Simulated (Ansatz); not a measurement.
Functionals compared on N on the 1x1 (100) surface of fcc Cu, one in a 2x2 cell, started at the site 'hollow Cu-Cu-Cu-Cu over Cu at depth 1.8 Å', in Ansatz (plane waves, PAW). The structure was relaxed with PBE; the other rows are single points on it, each with its references at the same level. Cutoff 420 eV (500 eV for r2SCAN).

Slab: 17 atoms, 5.3 Å thick at the start under the adsorbate (thin: gaps and levels are the slab's own); k 6x6x1, smearing 0.1 eV, dipole-corrected; 8 atoms held, the rest relaxed; symmetry of the start imposed; spin-polarised, no spin-orbit, no U, no dispersion correction. The starting moment vanished. At the end it is bonded to 5 Cu. In PBE it is, or lies within 0.03 eV of, the lowest of the starts that converged. These notes are the PBE run's. r2SCAN: The program's check for a lower electronic state was not made. Adsorption energies are against ½ N2(g). A negative adsorption energy means that the adsorbate is more stable on the surface than in its reference.

| functional | adsorption energy (eV) | work function of the top face (eV) | change of the work function (eV) | magnetic moment of the cell (μB) | rough cost of the single point |
|---|---|---|---|---|---|
| PBE | 0.44 | 4.94 | 0.39 | 0.00 | – |
| RPBE | (withheld) | (withheld) | (withheld) | 0.00 | very roughly 7 core-minutes |
| r2SCAN | 0.14 | 4.99 | 0.45 | 0.00 | roughly 14 core-minutes |

### Question
Some entries are withheld; supply them.

### Answer

- RPBE, adsorption energy (eV): 0.75
- RPBE, work function of the top face (eV): 4.76
- RPBE, change of the work function (eV): 0.39

Ansatz is a first-principles code.
